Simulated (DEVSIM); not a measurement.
Structure: CdS/CdTe n-p heterojunction, at 350 K.

```
layer (left to right)  material  thickness (μm)  Nd (cm⁻³)  Na (cm⁻³)   τn (s)   τp (s)
---------------------  --------  --------------  ---------  ---------  -------  -------
1                           CdS           0.480     3.2e16          -  7.7e-10  7.7e-10
2                          CdTe           0.640          -     2.7e17  7.7e-10  7.7e-10
```

Left contact: ohmic. Right contact: ohmic. Voltage is applied to the left contact. Recombination: SRH at mid-gap, Auger. Mobility is constant in doping. Where it depends on doping, it is μmin + (μ − μmin)/(1 + (N/Nref)^α).

Constants are typed, rounded textbook-type inputs, not results; the design itself was drawn at random and stands for no fabricated device. Values at 300 K; Nc and Nv go as T^1.5, mobilities as T to minus their exponent, the gap by Varshni's rule with the affinity fixed. The table also holds parameters that only a changed run uses.

| parameter | CdS | CdTe |
|---|---|---|
| gap (eV) | 2.4 | 1.5 |
| affinity (eV) | 4.3 | 4.28 |
| permittivity | 9 | 10.2 |
| Nc (cm⁻³) | 2.2e18 | 8e17 |
| Nv (cm⁻³) | 1.8e19 | 1.8e19 |
| μn (cm²/Vs) | 300 | 1000 |
| μp (cm²/Vs) | 25 | 80 |
| μn,min | 30 | 100 |
| μp,min | 3 | 10 |
| Nref,n | 1e17 | 1e17 |
| Nref,p | 1e17 | 1e17 |
| αn | 0.6 | 0.6 |
| αp | 0.6 | 0.6 |
| T exponent of μn | 1.5 | 1.7 |
| T exponent of μp | 1.5 | 1.5 |
| Cn (cm⁶/s) | 1e-30 | 1e-30 |
| Cp (cm⁶/s) | 1e-30 | 1e-30 |
| Varshni α (eV/K) | 0.00039 | 0.00031 |
| Varshni β (K) | 103 | 108 |

Model (solved in DEVSIM): 1D drift-diffusion, Boltzmann statistics, complete ionisation; no tunnelling, impact ionisation, image-force lowering or self-heating. Band offsets follow the typed affinities; no thermionic-emission limit at abrupt steps, no polarisation charge.

Base results: dark forward voltage at 100 A/cm² (V) 1.163; dark forward voltage at 1 A/cm² (V) 1.018; potential step across the device at zero bias (V) 1.197.

Question: What follows from this one change: thickness of layer 1 0.48 → 1.4 μm?

Answer: dark forward voltage at 100 A/cm² 1.163 → 1.171 V; dark forward voltage at 1 A/cm² little changed (1.018 V); potential step across the device at zero bias little changed (1.197 V).

Question: What follows from this one change: doping-dependent mobility in place of the constant one?

Answer: dark forward voltage at 100 A/cm² 1.163 → 1.187 V; dark forward voltage at 1 A/cm² 1.018 → 1.040 V; potential step across the device at zero bias little changed (1.197 V).
